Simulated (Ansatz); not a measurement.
Start from SiSe$_{2}$ (space group Ibam, No. 72; made of chains).

```
CELL_PARAMETERS angstrom
     -3.15068     4.65079     2.92779
      3.15068    -4.65079     2.92779
      3.15068     4.65079    -2.92779
ATOMIC_POSITIONS crystal
  Se 0.87171 0.79484 0.66655
  Se 0.37171 0.70516 0.07686
  Se 0.62829 0.29484 0.92314
  Se 0.12829 0.20516 0.33345
  Si 0.75000 0.75000 0.00000
  Si 0.25000 0.25000 0.00000
```

Computed with plane-wave PAW DFT at the PBEsol level (Ansatz, a program for electronic structure, 420 eV), without spin-orbit coupling.

One change was made to it. Results:

```
quantity             base     after
---------------  --------  --------
volume per atom  28.60 Å³  20.20 Å³
band gap          1.65 eV   0.58 eV
```

Which change produced these results?
A) pressure 1.5 GPa
B) pressure 0.3 GPa
C) pressure 10 GPa

C, pressure 10 GPa. For comparison, the band gap in the other runs: pressure 1.5 GPa gives 1.31 eV; pressure 0.3 GPa gives 1.55 eV.

Load acts through the strain it causes; cell and atoms are relaxed under it. Whether these cells are dynamically stable was not tested. Competing high-pressure phases were not computed. No dispersion term is included in the PBEsol runs.
